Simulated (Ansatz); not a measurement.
Defect migration in hcp Ru: Re-vacancy pair (Re on one host Ru site, one Ru site vacant), neutral cell. All values below come from PBE, PAW (plane waves to 420 eV; Ansatz, a quantum-chemistry and plane-wave program).

Settings: 36 host sites, the relaxed PBE lattice, a 2×2×2 k-point mesh shifted by half a step along c, smearing 0.10 eV, spin-restricted, no image-charge correction. Energies are static. Spin-orbit coupling is left out. Forms of the defect that were not tried may lie lower. The order of the sites in energy changes with the mesh.

Barriers: single points on a 4×4×4 k-point mesh shifted by half a step along c at the bands' geometries (they differ from the bands' own by up to 0.23 eV, and are uncertain by about as much).

Relaxed starting cell (atoms counted from 1):

```xyz
35
Lattice="8.1642 0.0000 0.0000 -4.0821 7.0704 0.0000 0.0000 0.0000 8.5861" Properties=species:S:1:pos:R:3 pbc="T T T"
Re    -0.0285     1.5599     1.1121
Ru    -0.0225     1.5632     5.3856
Ru    -1.3720     3.9245     1.0855
Ru    -1.3680     3.9239     5.3887
Ru    -2.7343     6.2841     1.0856
Ru    -2.7329     6.2880     5.3886
Ru     2.7167     1.5853     1.0927
Ru     2.7198     1.5865     5.3923
Ru     1.3661     3.9243     1.0927
Ru     1.3688     3.9267     5.3923
Ru     0.0080     6.2947     1.0833
Ru     0.0042     6.2923     5.3909
Ru     5.4722     1.5672     1.1069
Ru     5.4649     1.5647     5.3683
Ru     4.0701     3.9263     1.0910
Ru     4.0714     3.9269     5.3904
Ru     2.7283     6.3202     1.1064
Ru     2.7222     6.3146     5.3680
Ru     1.3701     0.7827     3.2411
Ru     1.3495     0.7913     7.5393
Ru    -0.0024     3.1597     3.2413
Ru    -0.0051     3.1373     7.5393
Ru    -1.3617     5.5037     3.2344
Ru    -1.3631     5.5030     7.5296
Ru     4.0639     0.7828     3.2393
Ru     4.0882     0.7918     7.5296
Ru     2.7169     3.1449     3.2422
Ru     2.7184     3.1457     7.5367
Ru     1.3449     5.4926     3.2390
Ru     1.3648     5.5089     7.5296
Ru     6.7977     0.7873     7.5188
Ru     5.4352     3.1629     3.2417
Ru     5.4393     3.1361     7.5368
Ru     4.0916     5.4902     3.2416
Ru     4.0706     5.5069     7.5367
```

End state 1 differs by these moves (Å; atoms that move under 0.08 Å are left out):

| atom | element | Δx | Δy | Δz |
|---|---|---|---|---|
| 1 | Re | -1.31 | -0.76 | 2.11 |

Problem. Predict the forward and backward barriers to end state 1 from PBE, PAW.

Solution. forward 2.37 eV, backward 2.37 eV; at the saddle point atom 1 has neighbours 4 Ru at 2.48, 4 Ru at 3.01 Å. The saddle point's order was not checked, and it lies on a symmetry element of the cell, where a band can be held.
